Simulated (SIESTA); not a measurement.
Worked example: self-consistent single point of a (001) slab of LiF (cut from a parent of space group no. 225; 8 atoms in the cell) in SIESTA.

Method: GGA PBE, numerical atomic orbitals DZP, PseudoDojo PBE standard norm-conserving potentials (rewritten from UPF to PSML) (SIESTA).

```xyz
8
Lattice="2.8582 0.0000 0.0000 -2.8582 2.8582 0.0000 0.0000 0.0000 20.0631" Properties=species:S:1:pos:R:3 pbc="T T T"
F     -1.4291     1.4291     9.0210
F      0.0000     0.0000     7.0000
F     -1.4291     1.4291    13.0631
F      0.0000     0.0000    11.0421
Li     0.0000     0.0000     9.0210
Li    -1.4291     1.4291     7.0000
Li     0.0000     0.0000    13.0631
Li    -1.4291     1.4291    11.0421
```

Reference input (self-consistent single point, DFT, GGA PBE, numerical atomic orbitals DZP, PseudoDojo PBE standard norm-conserving potentials (rewritten from UPF to PSML)): XC.functional = GGA; XC.authors = PBE; potentials = PseudoDojo PBE standard; PAO.BasisSize = DZP; PAO.EnergyShift = 0.005 Ry; MeshCutoff = 400 Ry; kgrid.MonkhorstPack = 5 5 1; OccupationFunction = FD; ElectronicTemperature = 50 meV; PAO.Polarization.NonPerturbative = true; MaxSCFIterations = 150; SCF.Mixer.Method = Pulay. This run's input differs from it in these lines:

```diff
@@ -33,3 +33,3 @@
 PAO.Polarization.NonPerturbative true
-MeshCutoff                   400 Ry
+MeshCutoff                   280 Ry
 %block kgrid.MonkhorstPack
```

Output (repeated stretches shortened):

```
        iscf     Eharris(eV)        E_KS(eV)     FreeEng(eV)     dDmax    Ef(eV) dHmax(eV)
   scf:    1    -3469.118647    -3478.931841    -3478.931841  0.862558-10.745858  9.587957
   scf:    2    -3480.164762    -3479.572297    -3479.572297  0.065898-10.278774  7.829971
   scf:    3    -3479.865356    -3480.343716    -3480.343716  0.397825 -8.454094  1.624030
   scf:    4    -3480.496399    -3480.543152    -3480.543152  0.186951 -8.638210  1.606253
   scf:    5    -3480.552593    -3480.567165    -3480.567165  0.071190 -8.057711  0.553194
   [... 5 lines left out ...]
   scf:   11    -3480.575140    -3480.575139    -3480.575139  0.000507 -8.034683  0.000612
   scf:   12    -3480.575139    -3480.575139    -3480.575139  0.000018 -8.034804  0.000152
   scf:   13    -3480.575139    -3480.575139    -3480.575139  0.000018 -8.034866  0.000023
   scf:   14    -3480.575139    -3480.575139    -3480.575139  0.000001 -8.034870  0.000009
SCF Convergence by DM+H criterion
max |DM_out - DM_in|         :     0.0000005096
max |H_out - H_in|      (eV) :     0.0000086699
SCF cycle converged after 14 iterations

Using DM_out to compute the final energy and forces

siesta: E_KS(eV) =            -3480.5751

siesta: E_KS - E_eggbox =     -3480.5751

siesta: Atomic forces (eV/Ang):
     1    0.000000   -0.000000   -0.019870
     2    0.000000    0.000000   -0.327103
     3    0.000000   -0.000000    0.327103
     4    0.000000    0.000000    0.019870
     5    0.000000   -0.000000   -0.018922
     6    0.000000   -0.000000    0.294545
     7    0.000000   -0.000000   -0.294545
     8    0.000000   -0.000000    0.018922
   Tot    0.000000   -0.000000   -0.000000
   Max    0.327103
   Res    0.127314    sqrt( Sum f_i^2 / 3N )
   Max    0.327103    constrained

   [... lines left out ...]
siesta: FreeEng =     -3480.575139
   [... lines left out ...]

siesta: Cell volume =        163.900473 Ang**3

siesta: Pressure (static):
siesta:                Solid            Molecule  Units
siesta:          -0.00003722         -0.00004333  Ry/Bohr**3
siesta:          -0.00341772         -0.00397863  eV/Ang**3
siesta:          -5.47578608         -6.37447543  kBar

siesta: Electric dipole (a.u.)  =   -0.000000   -0.000000   -0.000000
siesta: Electric dipole (Debye) =   -0.000000   -0.000000   -0.000000
```

The run converged in 14 iterations. Against the reference run the free energy goes down by 2.0 meV/atom, the largest force moves little (0.328 to 0.327 eV/Å) and the gap on the mesh hardly changes (6.772 to 6.771 eV).

The starting cell has typed, rounded lattice constants, without a prior relaxation at this level. The slab is cut from that crystal, and its faces are unrelaxed. Its lattice was rescaled by up to half a per cent. Spin polarisation is off, though cut faces can carry moments; a gap of a slab can lie between surface states. Values carry the incompleteness of an atom-centred basis.

Cost on one core of a shared machine: roughly 80 s.
